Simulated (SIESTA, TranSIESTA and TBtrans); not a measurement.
Run with TranSIESTA and TBtrans (open boundaries, self-consistent; PseudoDojo norm-conserving potentials, scalar-relativistic): Spin polarized, PAO.BasisSize DZP, PAO.EnergyShift 0.15 eV, XC.Authors PBE, Mesh.Cutoff 200 Ry, ElectronicTemperature 300 K, TS.Voltage 0.0 eV, TBT.Elecs.Eta 0.001 eV.

Junction: Pt chain with one H atom inserted. Leads: straight Pt chain, spacing 2.4 Å. Geometry: 3 atoms about the centre moved by SIESTA (PBE, DZP) to a largest force of 0.02 eV/Å, all others as built, motion along the axis alone.

Question: Give the largest eigenchannel transmissions at the Fermi level (four at most) and the total.

Answer: Up: 0.98, 0.47, 0.47, 0.23 (total 2.16); down: 0.99, 0.47, 0.47, 0.23 (total 2.15). A magnetic start was tried, and the separate lead runs end without a moment. The straight chain is held at its spacing; free chains may zigzag or dimerise. Spin-orbit coupling, left out here, matters for the heavy atoms.
